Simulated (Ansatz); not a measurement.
# A computed series for SnS2: pressure series

Consider SnS₂ in the CdI2 type structure (space group P-3m1, No. 164; layered, stacked along the Cartesian z axis).

```cif
data_S2Sn
_chemical_formula_sum 'Sn1 S2'
_space_group_name_H-M_alt 'P-3m1'
_space_group_IT_number 164
_space_group_name_Hall '-P 3 2"'
_cell_length_a 3.66939
_cell_length_b 3.66939
_cell_length_c 5.80621
_cell_angle_alpha 90.000
_cell_angle_beta 90.000
_cell_angle_gamma 120.000
loop_
_atom_site_label
_atom_site_type_symbol
_atom_site_symmetry_multiplicity
_atom_site_Wyckoff_symbol
_atom_site_fract_x
_atom_site_fract_y
_atom_site_fract_z
_atom_site_occupancy
Sn1 Sn 1 a 0.00000 0.00000 0.00000 1
S1 S 2 d 0.33333 0.66667 0.25460 1
```

Cell and atoms are relaxed at each pressure.

The values are results of PBE-D3(BJ)/PAW in Ansatz (a first-principles code), scalar-relativistic without spin-orbit coupling, not measurements.

Computed cases, in order: pressure −1 GPa; 0 GPa (base); pressure 1.8 GPa; pressure 4.2 GPa; pressure 18 GPa; pressure 30 GPa; pressure 45 GPa; pressure 60 GPa.

Task: Between which two neighbouring cases does the band gap open or close?

Result: Between pressure 4.2 GPa (0.84 eV) and pressure 18 GPa (zero). The whole series: pressure −1 GPa: 1.44 eV; 0 GPa (base): 1.27 eV; pressure 1.8 GPa: 1.03 eV; pressure 4.2 GPa: 0.84 eV; pressure 18 GPa: zero; pressure 30 GPa: zero; pressure 45 GPa: zero; pressure 60 GPa: zero.

A case with no gap was solved on a k-mesh chosen for an insulator, which is coarse for it. Load acts through the strain it causes; cell and atoms are relaxed under it. Whether these cells are dynamically stable was not tested. No other phases were tried under pressure. The final runs are not spin-polarised. The zero or small gap of SnS2 under pressure 18 GPa and SnS2 under pressure 30 GPa can change with the level of theory.
